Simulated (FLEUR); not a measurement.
Input and output of a self-consistent single point for WC (P-6m2, 2 atoms in the cell) (FLEUR).

Method of the run: PBE, all-electron FLAPW (FLEUR), scalar-relativistic valence.

```yaml
crystal:
  lattice:
    - [2.90755, 0.00000, 0.00000]
    - [-1.45377, 2.51801, 0.00000]
    - [0.00000, 0.00000, 2.83064]
  atoms:
    - { symbol: W, position: [0.00000, 0.00000, 0.00000] }
    - { symbol: C, position: [0.66667, 0.33333, 0.50000] }
```

Reference input (self-consistent single point, DFT, PBE, all-electron FLAPW (FLEUR), scalar-relativistic valence): Kmax = 4.3 1/bohr; GmaxXC = 15 1/bohr; xcFunctional = pbe; jspins = 1; l_soc = F; mode = hist; fermiSmearingEnergy = 0.00499791 Htr; mesh (inpgen div1-3) = 13 13 12; inpgen gamma flag = true; Gmax = 15 1/bohr; numbands = 0; maxIterBroyd = 40. This run's input differs from it in these lines:

```diff
@@ -14,3 +14,3 @@
 &comp jspins=1 /
-&kpt div1=13 div2=13 div3=12 gamma=t /
+&kpt div1=2 div2=2 div3=2 gamma=t /
 &end /
```

The program printed (abridged):

```
 Iteration:     1   Distance:      28.48698982 me/bohr^3
 Iteration:     2   Distance:      24.42369458 me/bohr^3
 Instability in determination of fermi-level,
 doubled temperature broading to continue
 Instability in determination of fermi-level,
 doubled temperature broading to continue
 Instability in determination of fermi-level,
 doubled temperature broading to continue
 Instability in determination of fermi-level,
 doubled temperature broading to continue
 Instability in determination of fermi-level,
 doubled temperature broading to continue
 Instability in determination of fermi-level,
 doubled temperature broading to continue
   [... lines left out ...]
 Instability in determination of fermi-level,
 doubled temperature broading to continue
 Instability in determination of fermi-level,
 doubled temperature broading to continue
 Instability in determination of fermi-level,
 doubled temperature broading to continue
 Instability in determination of fermi-level,
 doubled temperature broading to continue
 Instability in determination of fermi-level,
 doubled temperature broading to continue
 Instability in determination of fermi-level,
 doubled temperature broading to continue
 Instability in determination of fermi-level,
 doubled temperature broading to continue
**************FLEUR-Error*****************
Error message: Determination of fermi-level did not converge
Error occurred in subroutine: ef_newton
Hint: change temp. broad., set gauss = T, or use finer k mesh
Error from PE:0/1
 Last known location:
```

The program stopped with an error at about iteration 2. 

The starting cell comes from a database of computed structures (which also holds hypothetical and non-ambient phases and stackings), without a prior relaxation at this level. Its lattice was rescaled by a random factor within 2.5 % of one. Values depend on the basis (sphere radii, cutoffs, local orbitals), which need not be converged.
